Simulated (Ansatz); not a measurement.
Response to strain in SrO

The reference is SrO in the rock salt structure (space group Fm-3m, No. 225).

```xyz
2
Lattice="0.0000 2.5612 2.5612 2.5612 0.0000 2.5612 2.5612 2.5612 0.0000" Properties=species:S:1:pos:R:3 pbc="T T T"
Sr     0.0000     0.0000     0.0000
O      2.5612     2.5612     2.5612
```

Cartesian axes are those of the cell as printed.

Strains are applied to the cell and any free atomic positions relax; under biaxial strain the out-of-plane vector relaxes too.

Calculations: PBEsol (Ansatz, a first-principles code, PAW, without spin-orbit coupling).

```tsv
variant	gap character	ratio −ε⊥/ε∥	band gap
base	–	–	3.20 eV
biaxial strain −3.00 %, plane normal [001], relaxed out of plane	direct at X	0.57	3.05 eV
biaxial strain −2.50 %, plane normal [001], relaxed out of plane	indirect, Γ → X	0.56	3.08 eV
biaxial strain −2.00 %, plane normal [001], relaxed out of plane	indirect, Γ → X	0.56	3.10 eV
biaxial strain −1.50 %, plane normal [001], relaxed out of plane	indirect, Γ → X	0.55	3.12 eV
biaxial strain +0.50 %, plane normal [001], relaxed out of plane	indirect, Γ → M	–	3.16 eV
biaxial strain +1.00 %, plane normal [001], relaxed out of plane	indirect, Γ → M	…	…
biaxial strain +1.50 %, plane normal [001], relaxed out of plane	indirect, Γ → M	0.51	3.10 eV
biaxial strain +2.00 %, plane normal [001], relaxed out of plane	indirect, Γ → M	0.51	3.07 eV
biaxial strain +3.00 %, plane normal [001], relaxed out of plane	indirect, Γ → M	0.49	3.01 eV
```

Task: Complete the table.

Result: 
- biaxial strain +1.00 %, plane normal [001], relaxed out of plane, ratio −ε⊥/ε∥: 0.52
- biaxial strain +1.00 %, plane normal [001], relaxed out of plane, band gap: 3.13 eV

Whether these cells are dynamically stable was not tested. Labels are those of the standard path for the cell's own space group.
